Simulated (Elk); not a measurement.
Input and output of a self-consistent single point for Ga2Cu (P4/mmm, 3 atoms in the cell) (Elk).

Level of theory: LDA (PW92), spin-orbit coupling in second variation, all-electron FP-LAPW, Elk's shipped species files, APW+lo basis with extra local orbitals run with Elk.

```yaml
crystal:
  lattice:
    - [2.79944, 0.00000, 0.00000]
    - [0.00000, 2.79944, 0.00000]
    - [0.00000, 0.00000, 5.80334]
  atoms:
    - { symbol: Ga, position: [0.50000, 0.50000, 0.28432] }
    - { symbol: Ga, position: [0.50000, 0.50000, 0.71568] }
    - { symbol: Cu, position: [0.00000, 0.00000, 0.00000] }
```

Reference input (self-consistent single point, DFT, LDA (PW92), all-electron FP-LAPW, Elk's shipped species files, APW+lo basis with extra local orbitals): rgkmax = 8; stype = 0; swidth = 0.00499791 Ha; ngridk = 8 8 4; gmaxvr = 16 1/bohr; nxlo = 2; lorbcnd = true; rmtscf = 0.92; lmaxi = 3; maxscl = 100. This run's input differs from it in these lines:

```diff
@@ -2,2 +2,5 @@
   0
+
+spinorb
+  .true.
 
@@ -20,2 +23,5 @@
   3
+
+nempty
+  10
```

Output, abridged:

```
│ Self-consistent loop started │
│ Loop number : 1 │
 total energy                :     -5515.44490941
 total moment                :   0.1253292974E-19 -0.8477153747E-20 -0.7500824980E-27
│ Loop number : 2 │
 total energy                :     -5517.42715144
 total moment                :   0.4089227340E-20 -0.1878462099E-19 -0.1028506976E-27
RMS change in Kohn-Sham potential (target) :   0.3082143199     (  0.1000000000E-05)
Absolute change in total energy (target)   :    1.982242037     (  0.1000000000E-03)
│ Loop number : 3 │
 total energy                :     -5529.55002154
   [... lines left out ...]
 total energy                :     -5535.16000550
 total moment                :  -0.5164165688E-20 -0.1830647200E-20 -0.1265134116E-23
RMS change in Kohn-Sham potential (target) :   0.4276380031E-06 (  0.1000000000E-05)
Absolute change in total energy (target)   :   0.1124849223E-03 (  0.1000000000E-03)
│ Loop number : 17 │
 total energy                :     -5535.15999903
 total moment                :   0.1119566829E-19 -0.6835336225E-20  0.1788298025E-23
RMS change in Kohn-Sham potential (target) :   0.1752502281E-06 (  0.1000000000E-05)
Absolute change in total energy (target)   :   0.3458564061E-04 (  0.1000000000E-03)
Convergence targets achieved

│ Loop number : 18 │

Energies :
 Fermi                       :     0.270919429798
 xc effective B-field        :    -0.259595897097E-09
 external B-field            :      0.00000000000
 total energy                :     -5535.16000078
 (external B-field energy excluded from total)

Density of states at Fermi energy :    25.39542570
 (states/Hartree/unit cell)

Estimated indirect band gap :   0.4190594181E-02
 from k-point     26 to k-point     29
Estimated direct band gap   :   0.1635150344E-01
 at k-point     14

Charges :
 core                        :    48.00000000
 valence                     :    43.00000000
 interstitial                :    4.517962069
 muffin-tins (core leakage)
  species :    1 (Ga)
   atom    1                 :    29.30369262     (  0.2108702148E-02)
   [... lines left out ...]
   atom    2                 :  -0.4355430627E-21  0.3807734376E-21   0.000000000
  species :    2 (Cu)
   atom    1                 :  -0.7159627600E-23  0.1190971290E-23   0.000000000
 total in muffin-tins        :  -0.8782457529E-21  0.7627378465E-21   0.000000000
 total moment                :  -0.8846670780E-21  0.7653677622E-21  0.4414534374E-24

│ Self-consistent loop stopped │
```

The run converged in 18 iterations. The count includes the last loop, which Elk runs after its targets are met. 

The starting cell comes from a database of computed structures (which also holds hypothetical and non-ambient phases and stackings), without a prior relaxation at this level. Values depend on the basis (sphere radii, cutoffs, local orbitals), which need not be converged. The log's line on a gap gives a spacing of levels on this mesh, which the program prints for metals too.

Cost on one core of a shared machine: roughly 2 min.
